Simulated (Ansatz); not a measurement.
**W under a change: isotropic strain +1.00 %**

Consider W in the bcc (W type) structure (space group Im-3m, No. 229; a = 3.135 Å; relaxed with 0.1 eV smearing).

It is then changed as follows: every lattice vector is stretched by 1.00 %; the atoms relax in the strained cell.

Level of theory: plane-wave PAW DFT at the LDA level (Ansatz, a first-principles code, 420 eV), no spin-orbit coupling. Γ-centred 29×29×29 mesh, Fermi–Dirac width 0.1 eV.

```tsv
quantity	base	changed	shift
space group	Im-3m (No. 229)	Im-3m (No. 229)	–
shortest interatomic distance	2.715 Å	2.742 Å	+0.027 Å
energy relative to the base (free energy F)	0 meV/atom	+14 meV/atom	+14 meV/atom
pressure	0.0 GPa	-9.4 GPa	-9.4 GPa
band gap	zero	zero	–
```

Final structure:

```
W
1.0
   -1.58332     1.58332     1.58332
    1.58332    -1.58332     1.58332
    1.58332     1.58332    -1.58332
W
1
Cartesian
  0.00000   0.00000   0.00000
```

No phonon test of stability was made. The final runs are not spin-polarised.
